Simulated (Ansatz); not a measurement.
Quartz-high SiO₂ (high-temperature phase), treated with PBEsol (Ansatz, a program for electronic structure, PAW).

The input as run:

Ansatz 0.2 input:
```yaml
crystal:
  lattice:
    - [2.5232334441, -4.3703685245, 0.0]
    - [2.5232334441, 4.3703685245, 0.0]
    - [0.0, 0.0, 5.521537467]
  atoms:
    - { symbol: Si, position: [0.5, 0.5, 0.3333333333] }
    - { symbol: Si, position: [0.5, 0.0, 0.0] }
    - { symbol: Si, position: [0.0, 0.5, 0.6666666667] }
    - { symbol: O, position: [0.2077640143, 0.7922359857, 0.8333333333] }
    - { symbol: O, position: [0.2077640143, 0.4155280285, 0.5] }
    - { symbol: O, position: [0.5844719715, 0.7922359857, 0.1666666667] }
    - { symbol: O, position: [0.7922359857, 0.2077640143, 0.8333333333] }
    - { symbol: O, position: [0.7922359857, 0.5844719715, 0.5] }
    - { symbol: O, position: [0.4155280285, 0.2077640143, 0.1666666667] }
basis:
  ecutwfc: 520
  ecutrho_ratio: 4
  xc_grid: 2
kpoints:
  mp_grid: { grid: [12, 12, 6] }
hamiltonian:
  xc: pbesol
  dispersion: none
  pseudopotentials: { kind: paw }
scf:
  occupations: { method: fermi_dirac, width: 0.01 }
output:
  forces: true
  stress: true
  eigenvalues: true
relax:
  f_tol: 0.004
  escape_saddle: false
  max_steps: 80
  cell: { stress_tol: 0.02, fix: [volume] }
```

Excerpt of the program's output:

```
Relaxation: its limit of steps is 80 (relax.max_steps)
Crystal: 9 atoms, lattice volume = 121.777 Å³
Basis set: ecut = 520 eV, 3273 PW (Γ), exchange–correlation on 80×80×90 points (8 copies of the dense FFT grid, shifted against one another)
Bands: 33, of which v1, the nominal top of the filled ones, is band 24 counted from 1 (23 counted from 0)
Symmetry: 12 space group operations
Space group: P6222 (ITA 180), of the structure as read, at distance tolerance 5.0e-5 Å
k-points: 76 of 864 (time reversal used)
Functional: x = pbesol(κ = 0.804, μ = 0.12345679012345678), c = pbesol(β = 0.046)
SCF iter   1: F=—  HF=-5239.816471 eV  |F-HF|=—  |Δ(HF+E_count)|=         —  Δρ=1.16e-2  dr2=1.26e-1
SCF iter   2: F=—  HF=-5239.780849 eV  |F-HF|=—  |Δ(HF+E_count)|=   3.56e-2  Δρ=1.76e-3  dr2=1.09e-3
  ...
SCF 1 converged in 6 iterations: F = -5239.781113 eV  dr2 = 2.00e-8
Crystal: 9 atoms, lattice volume = 121.777 Å³
Initial density: handed on by an earlier stage of this run
SCF 2 converged in 4 iterations: F = -5239.783259 eV  dr2 = 1.32e-7
Crystal: 9 atoms, lattice volume = 121.777 Å³
SCF 3 converged in 5 iterations: F = -5239.788548 eV  dr2 = 2.04e-7
Crystal: 9 atoms, lattice volume = 121.777 Å³
SCF 4 converged in 4 iterations: F = -5239.788555 eV  dr2 = 2.37e-9
Crystal: 9 atoms, lattice volume = 121.777 Å³
SCF iter   5: F=—  HF=-5239.788554 eV  |F-HF|=—  |Δ(HF+E_count)|=  5.46e-12  Δρ=2.37e-7  dr2=4.36e-11
SCF iter   6: F=-5239.788554 eV  HF=-5239.788554 eV  |F-HF|=1.82e-12  |Δ(HF+E_count)|=  6.37e-12  Δρ=3.96e-8  dr2=1.29e-12
SCF 5 converged in 6 iterations: F = -5239.788554 eV  dr2 = 1.29e-12
SCF converged after 6 iterations
Free energy (F): -5239.788554 eV
Internal energy: -5239.788554 eV  (E = F + TS)
E sigma→0 (E₀):  -5239.788554 eV
Fermi energy:    4.670656 eV
--- Forces (eV/Å), atoms counted from 1 ---
  atom   1  Si     0.00000000     0.00000000    -0.00000000
  atom   2  Si     0.00000000    -0.00000000     0.00000000
  atom   3  Si    -0.00000000     0.00000000     0.00000000
  atom   4  O      0.00000000    -0.00027889    -0.00000000
  atom   5  O      0.00024153     0.00013945     0.00000000
  atom   6  O     -0.00024153     0.00013945    -0.00000000
  atom   7  O      0.00000000     0.00027889    -0.00000000
  atom   8  O     -0.00024153    -0.00013945    -0.00000000
  atom   9  O      0.00024153    -0.00013945    -0.00000000
--- Stress (GPa, compression-positive) ---
        2.754519       0.000000       0.000000
        0.000000       2.754519      -0.000000
        0.000000      -0.000000       2.774105
  P = ⅓ Tr σ = 2.7610 GPa (27.610 kbar)
```

The cell is one volume of an energy–volume scan, off the minimum.

The PAW data were made under PBE.

Note: symmetry holds this phase in the static calculation, where it need not be a minimum. Note: held by symmetry at 0 K, a high-temperature phase can be a saddle point.

It cost about 2.3 core-minutes (a rough figure) of CPU time.
